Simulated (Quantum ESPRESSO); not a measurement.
A self-consistent single point of ZrAlCo4 (F-43m, 6 atoms in the cell) with Quantum ESPRESSO.

Level of theory: LDA (PZ), PSlibrary ultrasoft (LDA) pseudopotentials (plane waves; Quantum ESPRESSO).

```yaml
crystal:
  lattice:
    - [0.00000, 3.37860, 3.37860]
    - [3.37860, 0.00000, 3.37860]
    - [3.37860, 3.37860, 0.00000]
  atoms:
    - { symbol: Zr, position: [0.00000, 0.00000, 0.00000] }
    - { symbol: Al, position: [0.75000, 0.75000, 0.75000] }
    - { symbol: Co, position: [0.37669, 0.37669, 0.37669], spin: 3.0 }
    - { symbol: Co, position: [0.86993, 0.37669, 0.37669], spin: 3.0 }
    - { symbol: Co, position: [0.37669, 0.37669, 0.86993], spin: 3.0 }
    - { symbol: Co, position: [0.37669, 0.86993, 0.37669], spin: 3.0 }
```
(The spins are starting values, not results.)

Reference input (self-consistent single point, DFT, PBEsol, plane waves, PSlibrary ultrasoft (PBE) pseudopotentials): ecutwfc = 55 Ry; ecutrho = 330 Ry; occupations = smearing; smearing = gauss; degauss = 0.0036749 Ry; nspin = 2; input_dft = pbesol; K_POINTS = automatic 7 7 7 0 0 0; conv_thr = 1e-10 Ry; mixing_beta = 0.4. This run's input differs from it in these lines:

```diff
@@ -20,3 +20,2 @@
    starting_magnetization(3) = 0.333
-   input_dft = 'pbesol'
 /
@@ -27,5 +26,5 @@
 ATOMIC_SPECIES
-Zr    91.2240  Zr.pbe-spn-rrkjus_psl.1.0.0.UPF
-Al    26.9815  Al.pbe-n-rrkjus_psl.1.0.0.UPF
-Co    58.9332  Co.pbe-n-rrkjus_psl.1.0.0.UPF
+Zr    91.2240  Zr.pz-spn-rrkjus_psl.1.0.0.UPF
+Al    26.9815  Al.pz-n-rrkjus_psl.1.0.0.UPF
+Co    58.9332  Co.pz-n-rrkjus_psl.1.0.0.UPF
 ATOMIC_POSITIONS crystal
```

Log, with long lists cut:

```
     Self-consistent Calculation

     iteration #  1     ecut=    55.00 Ry     beta= 0.40

---- Real-time Memory Report at c_bands before calling an iterative solver
           224 MiB given to the printing process from OS
           126 MiB allocation reported by mallinfo(arena+hblkhd)
------------------

     total energy              =    -407.93452166 Ry
     estimated scf accuracy    <       0.88672941 Ry

     total magnetization       =     5.09 Bohr mag/cell
     absolute magnetization    =     5.54 Bohr mag/cell

     iteration #  2     ecut=    55.00 Ry     beta= 0.40

   [... lines left out ...]

---- Real-time Memory Report at c_bands before calling an iterative solver
           322 MiB given to the printing process from OS
           157 MiB allocation reported by mallinfo(arena+hblkhd)
------------------

     Magnetic moment per site  (integrated on atomic sphere of radius R)
     atom   1 (R=0.242)  charge=  9.5577  magn= -0.1431
     atom   2 (R=0.242)  charge=  1.6346  magn= -0.0278
     atom   3 (R=0.203)  charge=  7.4126  magn=  0.7665
     atom   4 (R=0.203)  charge=  7.4126  magn=  0.7665
     atom   5 (R=0.203)  charge=  7.4126  magn=  0.7665
     atom   6 (R=0.203)  charge=  7.4126  magn=  0.7665
     End of self-consistent calculation

     the Fermi energy is    13.5143 ev

!    total energy              =    -408.36811285 Ry
     estimated scf accuracy    <          9.0E-11 Ry
     smearing contrib. (-TS)   =      -0.00073292 Ry
     internal energy E=F+TS    =    -408.36737993 Ry

     total magnetization       =     2.74 Bohr mag/cell
     absolute magnetization    =     3.44 Bohr mag/cell

     convergence has been achieved in  22 iterations

     Forces acting on atoms (cartesian axes, Ry/au):

     atom    1 type  1   force =     0.00000000    0.00000000    0.00000000
     atom    2 type  2   force =    -0.00000000    0.00000000   -0.00000000
     atom    3 type  3   force =    -0.00299458   -0.00299458   -0.00299458
     atom    4 type  3   force =    -0.00299458    0.00299458    0.00299458
   [... lines left out ...]

     Total force =     0.010374     Total SCF correction =     0.000004

          total   stress  (Ry/bohr**3)                   (kbar)     P=     -127.25
  -0.00086505  -0.00000000  -0.00000000         -127.25       -0.00       -0.00
   0.00000000  -0.00086505  -0.00000000            0.00     -127.25       -0.00
   0.00000000  -0.00000000  -0.00086505            0.00       -0.00     -127.25

   JOB DONE.
```

The run converged in 22 iterations. Against the reference run the pressure goes from -6.34 to -12.73 GPa, the largest force goes from 0.215 to 0.133 eV/Å and the size of the net moment goes from 0.55 to 0.46 μB/atom.

The starting cell comes from a database of computed structures (which also holds hypothetical and non-ambient phases and stackings), without a prior relaxation at this level. The magnetic order is the one reached from the typed start; others were not searched systematically. With a pressure of about -13 GPa the cell is away from its equilibrium volume at this level.

Cost on one core of a shared machine: roughly 5 min.
